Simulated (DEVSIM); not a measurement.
System: illuminated Si n-on-p cell, one wavelength, at 350 K.

```csv
layer (left to right),material,thickness (μm),Nd (cm⁻³),Na (cm⁻³),τn (s),τp (s),absorption coefficient (cm⁻¹)
1,Si,0.0970,1.6e19,-,1.3e-6,5e-5,2900
2,Si,240,-,1.4e15,8.4e-5,8.4e-5,2900
```

Left contact: ohmic, minority hole recombination velocity 20 cm/s. Right contact: ohmic, minority electron recombination velocity 70000 cm/s. Voltage is applied to the left contact. Recombination: SRH at mid-gap, radiative, Auger. Light enters at the left, 3.3e16 photons cm⁻² s⁻¹, one pass, no reflection. Mobility is μmin + (μ − μmin)/(1 + (N/Nref)^α).

Constants are typed, rounded textbook-type inputs, not results; the design itself was drawn at random and stands for no fabricated device. Values at 300 K; Nc and Nv go as T^1.5, mobilities as T to minus their exponent, the gap by Varshni's rule with the affinity fixed.

```csv
parameter,Si
gap (eV),1.124
affinity (eV),4.05
permittivity,11.7
Nc (cm⁻³),2.86e19
Nv (cm⁻³),3.1e19
μn (cm²/Vs),1417
μp (cm²/Vs),470
"μn,min",52
"μp,min",45
"Nref,n",9.7e16
"Nref,p",2.2e17
αn,0.68
αp,0.72
T exponent of μn,2.3
T exponent of μp,2.2
B (cm³/s),4.7e-15
Cn (cm⁶/s),2.8e-31
Cp (cm⁶/s),9.9e-32
Varshni α (eV/K),0.000473
Varshni β (K),636
```

DEVSIM, 1D drift-diffusion, Boltzmann statistics, complete ionisation; no tunnelling, impact ionisation, image-force lowering or self-heating.

The thickness of layer 2 was swept, all else fixed.

| thickness of layer 2 (μm) | short-circuit current (mA/cm²) | largest power (mW/cm²) | dark forward voltage at 1 A/cm² (V) | share of generated pairs collected at short circuit |
|---|---|---|---|---|
| 48 | 5.01 | 1.17 | 0.498 | 0.947 |
| 84 | 5.12 | 1.27 | 0.520 | 0.969 |
| 140 | 5.19 | 1.35 | 0.540 | 0.981 |
| 240 | 5.23 | 1.43 | 0.565 | 0.988 |
| 410 | 5.25 | 1.50 | 0.597 | 0.992 |
| 720 | 5.26 | 1.53 | 0.656 | 0.994 |
| 1200 | 5.26 | 1.53 | ? | 0.995 |

### Question
Complete the blanks.

### Answer

- 1200, dark forward voltage at 1 A/cm² (V): 0.775
